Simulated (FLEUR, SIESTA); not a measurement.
A SIESTA input for a self-consistent single point of SiC (F-43m, 2 atoms in the cell) (DFT, GGA PBE, numerical atomic orbitals DZP, PseudoDojo PBE standard norm-conserving potentials (rewritten from UPF to PSML)):

```
# files in the folder: Si.psml C.psml (PseudoDojo PBE standard)
SystemName  SiC
SystemLabel siesta

NumberOfAtoms                2
NumberOfSpecies              2
%block ChemicalSpeciesLabel
  1 14 Si
  2 6 C
%endblock ChemicalSpeciesLabel
LatticeConstant              1.0 Ang
%block LatticeVectors
     0.000000000    2.180000000    2.180000000
     2.180000000    0.000000000    2.180000000
     2.180000000    2.180000000    0.000000000
%endblock LatticeVectors
AtomicCoordinatesFormat      Ang
%block AtomicCoordinatesAndAtomicSpecies
     0.000000000    0.000000000    0.000000000  1
     1.090000000    1.090000000    1.090000000  2
%endblock AtomicCoordinatesAndAtomicSpecies

XC.functional                GGA
XC.authors                   PBE
PAO.BasisSize                DZP
PAO.EnergyShift              0.01 Ry
MeshCutoff                   300 Ry
%block kgrid.MonkhorstPack
   10   0   0  0.0
    0  10   0  0.0
    0   0  10  0.0
%endblock kgrid.MonkhorstPack
OccupationFunction           FD
ElectronicTemperature        232.09 K

MaxSCFIterations             150
SCF.Mixer.Method             Pulay
SCF.Mixer.Weight             0.2
SCF.Mixer.History            6
SCF.DM.Tolerance             1.0E-04
Diag.ParallelOverK           true
WriteForces                  true
```

Problem. Write the same calculation as an input for FLEUR.

Solution. This is the input that was run; spellings and numerical settings could be chosen otherwise.

Input of the input generator:

```
scf SiC
&input film=f /
0.0000000000 4.1196029517 4.1196029517
4.1196029517 0.0000000000 4.1196029517
4.1196029517 4.1196029517 0.0000000000
1.0
1.0 1.0 1.0

2
14 0.0000000000 0.0000000000 0.0000000000
6 0.2500000000 0.2500000000 0.2500000000

&comp jspins=1 /
&kpt div1=10 div2=10 div3=10 gamma=t /
&end /
```

```xml
<?xml version="1.0" encoding="UTF-8" standalone="no"?>
<fleurInput fleurInputVersion="0.39">
   <comment>
      scf SiC                                                                                             
   </comment>
   <calculationSetup>
      <cutoffs Kmax="4.5" Gmax="18.0" GmaxXC="18.0" numbands="0"/>
      <scfLoop itmax="60" minDistance="0.00001" maxIterBroyd="99" imix="Anderson" alpha="0.05" precondParam="0.0" spinf="2.0"/>
      <coreElectrons ctail="T" frcor="F" kcrel="0" coretail_lmax="0"/>
      <xcFunctional name="pbe" relativisticCorrections="F"/>
      <magnetism jspins="1"/>
      <soc l_soc="F" theta="0.0" phi="0.0" spav="F"/>
      <expertModes spex="0" secvar="F"/>
      <geometryOptimization l_f="T" forcealpha="1.0" forcemix="BFGS" epsdisp="0.00001" epsforce="0.00001"/>
      <ldaU l_linMix="F" mixParam="0.05" spinf="1.0"/>
   </calculationSetup>
   <cell>
      <bzIntegration valenceElectrons="8.0" mode="hist" fermiSmearingEnergy="0.00073499">
         <kPointListSelection listName="default-1"/>
         <!-- k-points included here -->
         <xi:include xmlns:xi="http://www.w3.org/2001/XInclude" href="kpts.xml"> </xi:include>
      </bzIntegration>
      <!-- symmetry operations included here -->
      <xi:include xmlns:xi="http://www.w3.org/2001/XInclude" href="sym.xml"> </xi:include>
      <bulkLattice scale="1.0">
         <bravaisMatrix>
            <row-1>    0.0000000000000000     4.1196029517000001     4.1196029517000001</row-1>
            <row-2>    4.1196029517000001     0.0000000000000000     4.1196029517000001</row-2>
            <row-3>    4.1196029517000001     4.1196029517000001     0.0000000000000000</row-3>
         </bravaisMatrix>
      </bulkLattice>
   </cell>
   <atomSpecies>
      <species name="Silicon (Si)" element="Si" atomicNumber="14">
         <mtSphere radius="1.78" gridPoints="615" logIncrement="0.018"/>
         <atomicCutoffs lmax="8" lnonsphr="6"/>
         <electronConfig flipSpins="F">
            <coreConfig>(1s1/2) (2s1/2) (2p1/2) (2p3/2)</coreConfig>
            <valenceConfig>(3s1/2) (3p1/2) (3p3/2)</valenceConfig>
            <stateOccupation state="(3p1/2)" spinUp="0.3333333333333" spinDown="0.3333333333333"/>
            <stateOccupation state="(3p3/2)" spinUp="0.6666666666667" spinDown="0.6666666666667"/>
         </electronConfig>
         <energyParameters s="3" p="3" d="3" f="4"/>
      </species>
      <species name="Carbon (C)" element="C" atomicNumber="6">
         <mtSphere radius="1.55" gridPoints="537" logIncrement="0.019"/>
         <atomicCutoffs lmax="6" lnonsphr="4"/>
         <electronConfig flipSpins="F">
            <coreConfig>(1s1/2)</coreConfig>
            <valenceConfig>(2s1/2) (2p1/2) (2p3/2)</valenceConfig>
            <stateOccupation state="(2p1/2)" spinUp="0.3333333333333" spinDown="0.3333333333333"/>
            <stateOccupation state="(2p3/2)" spinUp="0.6666666666667" spinDown="0.6666666666667"/>
         </electronConfig>
         <energyParameters s="2" p="2" d="3" f="4"/>
      </species>
   </atomSpecies>
   <atomGroups>
      <atomGroup species="Silicon (Si)">
         <relPos label="                   1">.0000000000 .0000000000 .0000000000</relPos>
         <force calculate="T" relaxXYZ="TTT"/>
      </atomGroup>
      <atomGroup species="Carbon (C)">
         <relPos label="                   2">1.000/4.000 1.000/4.000 1.000/4.000</relPos>
         <force calculate="T" relaxXYZ="TTT"/>
      </atomGroup>
   </atomGroups>
   <output dos="F" band="F" slice="F">
      <checks vchk="F" cdinf="F"/>
      <bandDOS minEnergy="-.5*Htr" maxEnergy="0.5*Htr" sigma="0.015" storeEVData="T"/>
      <vacuumDOS vacdos="F" integ="F" star="F" nstars="0" locx1="0.0" locy1="0.0" locx2="0.0" locy2="0.0" nstm="0" tworkf="0.0"/>
      <unfoldingBand unfoldBand="F" supercellX="1" supercellY="1" supercellZ="1"/>
      <plotting iplot="0" polar="F">
         <plot TwoD="T" vec1="  1.0  0.0  0.0" vec2="  0.0  1.0  0.0" vec3="  0.0  0.0  1.0" zero="  0.0  0.0  0.0" file="plot"/>
      </plotting>
      <chargeDensitySlicing numkpt="0" minEigenval="0.0" maxEigenval="0.0" nnne="0" pallst="F"/>
      <specialOutput eonly="F"/>
      <magneticCircularDichroism mcd="F" energyLo="-10.0" energyUp="0.0"/>
   </output>
  <!-- We include the file relax.xml here to enable relaxations (see documentation) -->
  <xi:include xmlns:xi="http://www.w3.org/2001/XInclude" href="relax.xml"> <xi:fallback/> </xi:include>
</fleurInput>
```

Basis, cutoffs, solver keys and any potentials are the target program's own. This input uses DFT, PBE, all-electron FLAPW (FLEUR), scalar-relativistic valence. Both were run: gap on the mesh 1.315 eV in SIESTA and 1.361 in FLEUR.

On SIESTA: the starting cell has typed, rounded lattice constants, without a prior relaxation at this level. Values carry the incompleteness of an atom-centred basis. With a pressure of about 5 GPa the cell is away from its equilibrium volume at this level.

On FLEUR: the starting cell has typed, rounded lattice constants, without a prior relaxation at this level. Values depend on the basis (sphere radii, cutoffs, local orbitals), which need not be converged.
